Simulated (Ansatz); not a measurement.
Migration barriers: Al vacancy in corundum, charge state -3

Consider Al vacancy in corundum, charge state -3. Level of theory: PBE, PAW (plane waves to 420 eV; Ansatz, a program for electronic structure).

Cell of 270 host sites held at the relaxed PBE lattice; the Γ point alone; Fermi-Dirac width 0.01 eV, spin-restricted; finite-size errors left in. No zero-point or tunnelling terms. The charge state is imposed; whether it is stable for some Fermi level was not computed. Forms of the defect that were not tried may lie lower.

Barriers: single points on a 2×2×2 k-point mesh shifted by half a step along c at the bands' geometries.

| Route | Start site over the lowest site run (eV) | Hop (Å) | Forward barrier (eV) | Backward barrier (eV) | Neighbours at the start | Neighbours at the saddle | Saddle order | Forward, on the band's own sampling (eV) |
|---|---|---|---|---|---|---|---|---|
| a nearby Al atom hops onto the vacant site | 0.00 | 2.41 | 1.39 | 1.39 | O at 1.77, O at 1.83, O at 1.92, O at 2.00, O at 2.03, O at 2.19 Å | O at 1.66, O at 1.67, O at 1.86 Å | not checked | 1.39 |

Paths come from CI-NEB runs.   A further band (a nearby Al atom hops onto the vacant site, 3.12 Å) gave 1.45 eV forward on its own sampling, 1.45 eV above the lowest site run, but a shoulder points to a second hump between its images, so it is not taken as a result.
